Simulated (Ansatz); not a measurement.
An Ansatz (a first-principles code) run: Mg2Ge with a change (isotropic strain −1.00 %); PBE (Ansatz, PAW, scalar-relativistic without spin-orbit coupling).

Input:

Ansatz 0.2 input:
```yaml
crystal:
  lattice:
    - [0, 3.1785182169, 3.1785182169]
    - [3.1785182169, 0, 3.1785182169]
    - [3.1785182169, 3.1785182169, 0]
  atoms:
    - { symbol: Mg, position: [0.25, 0.25, 0.25] }
    - { symbol: Mg, position: [0.75, 0.75, 0.75] }
    - { symbol: Ge, position: [0, 0, 0] }
basis: { ecutwfc: 420, ecutrho_ratio: 4, xc_grid: 2, fft_grid_basis: typed }
kpoints: { mp_grid: { grid: [9, 9, 9] } }
hamiltonian:
  xc: pbe
  dispersion: none
  pseudopotentials: { kind: paw }
scf: { occupations: { method: fermi_dirac, width: 0.05 }, convergence: { dr2_threshold: 0.0000000003 } }
relax: { f_tol: 0.005, max_steps: 50 }
output: { forces: true, stress: true }
checkpoint: { write: state.ck, write_every: 1000 }
```

Output:

```
Relaxation: its limit of steps is 50 (relax.max_steps)
WARN ansatz: RAYON_NUM_THREADS=1 ignored (pool sized by the plan → 1); use --threads N
Pseudopotentials: kind: paw
Pseudopotential: Mg, paw, valence charge 10
Pseudopotential: Ge, paw, valence charge 14
Functional definition: PBE
Crystal: 3 atoms, lattice volume = 64.225 Å³
Basis set: ecut = 420 eV, 1243 PW (Γ), exchange–correlation on 64×64×64 points (8 copies of the dense FFT grid, shifted against one another)
Bands: 21, of which v1, the nominal top of the filled ones, is band 17 counted from 1 (16 counted from 0)
Symmetry: 48 space group operations
Space group: Fm-3m (ITA 225), of the structure as read, at distance tolerance 4.0e-5 Å
k-points: 35 of 729
Initial density: superposition of atomic densities (neutral atoms: chi_scale 0, normalization atom), corrected by the library's trained network
Initial wavefunctions: pseudopotential atomic-orbital guess
Eigensolver: davidson
Functional: x = pbe(κ = 0.804, μ = 0.2195149727645171), c = pbe(β = 0.06672455060314922)
SCF iter   1: F=—  HF=-8143.415410 eV  |F-HF|=—  |Δ(HF+E_count)|=         —  Δρ=4.72e-3  dr2=3.71e-2  ethr=1.77e-3  ⟨swp⟩=5.9  Hψ=3246  notcnv=0
all-band conjugate gradients solve this SCF's bands
preconditioner: auto → none
SCF iter   2: F=—  HF=-8143.405057 eV  |F-HF|=—  |Δ(HF+E_count)|=   1.04e-2  Δρ=1.40e-3  dr2=1.27e-3  ethr=1.09e-4  ⟨swp⟩=2.0  Hψ=1282  notcnv=0
SCF iter   3: F=—  HF=-8143.404985 eV  |F-HF|=—  |Δ(HF+E_count)|=   7.19e-5  Δρ=7.96e-4  dr2=3.28e-4  ethr=3.73e-6  ⟨swp⟩=2.1  Hψ=1058  notcnv=0
SCF iter   4: F=—  HF=-8143.405058 eV  |F-HF|=—  |Δ(HF+E_count)|=   7.22e-5  Δρ=1.91e-4  dr2=2.42e-5  ethr=9.64e-7  ⟨swp⟩=2.0  Hψ=1051  notcnv=0
SCF iter   5: F=—  HF=-8143.405060 eV  |F-HF|=—  |Δ(HF+E_count)|=   2.07e-6  Δρ=1.85e-5  dr2=1.43e-7  ethr=7.13e-8  ⟨swp⟩=2.0  Hψ=1051  notcnv=0
SCF iter   6: F=—  HF=-8143.405060 eV  |F-HF|=—  |Δ(HF+E_count)|=   3.96e-7  Δρ=3.83e-6  dr2=5.98e-9  ethr=4.20e-10  ⟨swp⟩=2.0  Hψ=1052  notcnv=0
SCF iter   7: F=-8143.405060 eV  HF=-8143.405060 eV  |F-HF|=3.64e-12  |Δ(HF+E_count)|=   1.36e-8  Δρ=2.18e-7  dr2=1.68e-11  ethr=1.00e-12  ⟨swp⟩=5.0  Hψ=2893  notcnv=0
SCF 1 converged in 7 iterations: F = -8143.405060 eV  dr2 = 1.68e-11
relax step   1: F+E_penalty+E_count = -8143.40506021 eV  Δ(F+E_penalty+E_count) = +0.000e0 eV  max|allowed force component| = 1.388e-17 eV/Å  Δτ_max = 0.0000 Å  (7 SCF iters, accepted)
the relaxation is at rest under the 48 symmetry operations that the run kept from its start: a minimum is not shown …
SCF converged after 7 iterations
Free energy (F): -8143.405060 eV
Harris-Foulkes:  -8143.405060 eV  (|F-HF|=3.64e-12)
Internal energy: -8143.404329 eV  (E = F + TS)
E sigma→0 (E₀):  -8143.404695 eV
Entropy (-TS):   -0.000731 eV (-0.244 meV/atom)
Fermi energy:    7.128552 eV
--- Per-component energies (eV) ---
  E_band       = -847.766215
  E_kinetic    = 263.717409
  E_local      = -5720.456977  (includes V_loc(G=0)·N_el)
  E_nonlocal   = 609.331314
  E_hartree    = 2254.647078
  E_xc         = -134.055444
  E_vxc        = -140.161861  (∫ρ·V_xc dr)
  E_paw        = -2604.815608  (= ΣΔE_a)
  E_vpaw       = -369.490804  (= ΣTr[D̂ρ^β])
  E_aug_tail   = 0.000341  (compensation charges beyond the density's cutoff)
  E_ewald      = -2811.772442
  E_smearing   = -0.000731  (= −TS)
  E_closure    = 0.000000  (closes the sum)
  Σ components = -8143.405060   (vs F -8143.405060, Δ=0.00e0)
  [band-id]    e_kinetic+e_local+e_nonlocal+2·e_hartree+e_vxc+e_vpaw+e_augmentation_tail = -847.766421   (vs E_band -847.766215, Δ=-2.07e-4)
--- Forces (eV/Å), atoms counted from 1 ---
  atom   1  Mg    -0.00000000    -0.00000000     0.00000000
  atom   2  Mg    -0.00000000     0.00000000    -0.00000000
  atom   3  Ge    -0.00000000     0.00000000    -0.00000000
  max |Σ_I F_I| component: 2.78e-17 eV/Å
--- Stress (GPa, compression-positive) ---
        1.594653       0.000000       0.000000
       -0.000000       1.594653       0.000000
        0.000000       0.000000       1.594653
  P = ⅓ Tr σ = 1.5947 GPa (15.947 kbar)
  The stress holds the Pulay correction. Without it, at fixed plane waves, as pw.x and ABINIT print it: P = 1.5839 GPa
  The stress includes an estimate of the error left by incomplete SCF convergence (largest component 0.0000 GPa).
--- Band table ---
  band table: none
--- Relaxed structure (1 steps of the walk, 1 accepted, 0 SCFs on fresh bases) ---
  F+E_penalty+E_count = -8143.40506021 eV   max|allowed force component| = 1.388e-17 eV/Å
  atoms:
    - { symbol: Mg, position: [0.25, 0.25, 0.25] }
    - { symbol: Mg, position: [0.7499999999999999, 0.7499999999999999, 0.7499999999999999] }
    - { symbol: Ge, position: [0.0, 0.0, 0.0] }
```

Stability against distortions was not tested. The cell was made from Mg₂Ge in the anti-fluorite structure (space group Fm-3m, No. 225) by this change: isotropic strain −1.00 %.
